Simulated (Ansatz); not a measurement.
Consider interstitial Al in wurtzite AlN, charge state +3. The step: one Al atom jumps by itself; the atom moves 0.66 Å along (0.02, 0.01, 0.13) of the unit cell; the moving atom starts with neighbours N at 1.79, 2 N at 1.88, N at 2.01 Å and ends with N at 1.78, 2 N at 1.90, N at 2.11 Å. DFT values are from Ansatz (plane-wave PAW, 420 eV unless said) in a cell of 72 host sites, spin-restricted, static, with no finite-size correction. The charge state is imposed; whether it is stable for some Fermi level was not computed. Sites that were not tried may lie lower. For the PBE band: the program found a first-order saddle point.

```csv
Level,Forward barrier (eV),Cost of the band or of the saddle's single point
"CHGNet universal potential (has no charge state), its own band",0.12,-
"PBE, the Γ point alone, band relaxed",0.19,roughly 13 core-minutes
"PBE, a 2×2×2 k-point mesh shifted by half a step along c, same geometries",0.14,very roughly 90 core-seconds
"r2SCAN at 500 eV, the Γ point alone, same geometries",0.21,about 60 core-seconds (a rough figure)
"HSE06, Γ point alone, same geometries",[?],roughly 3 core-minutes
```

Q: Fill in the missing entries.

A: 
- HSE06, Γ point alone, same geometries, Forward barrier (eV): 0.22

Ansatz is a first-principles code.
